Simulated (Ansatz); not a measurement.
The starting structures come from a database of crystals and need not be the phases stable at ambient conditions.

By PBEsol, the system below comes out a metal.

A figure of merit of an interconnect metal is its ballistic conductance per area.

Input:

```
CELL_PARAMETERS angstrom
      3.92974     0.00000     0.00000
     -1.96487     3.40325     0.00000
      1.96487     1.13442     3.20862
ATOMIC_POSITIONS crystal
  P  0.00000 0.00000 0.00000
  Ir 0.50000 0.75000 0.75000
  Ir 0.50000 0.25000 0.25000
```

Space group of this cell: Fm-3m. The cell is taken as given; by PBEsol its mean pressure is -3.9 GPa.

The current flows along the normal of the first two printed cell vectors, the (111) plane of the conventional cell. No spin-orbit coupling; the value is a mean over 0.1 eV about the Fermi level.

Question: Predict the ballistic conductance per area from PBEsol in Ansatz (a program for electronic structure).

Answer: 0.85 × 10¹⁵ S/m² for both spins.
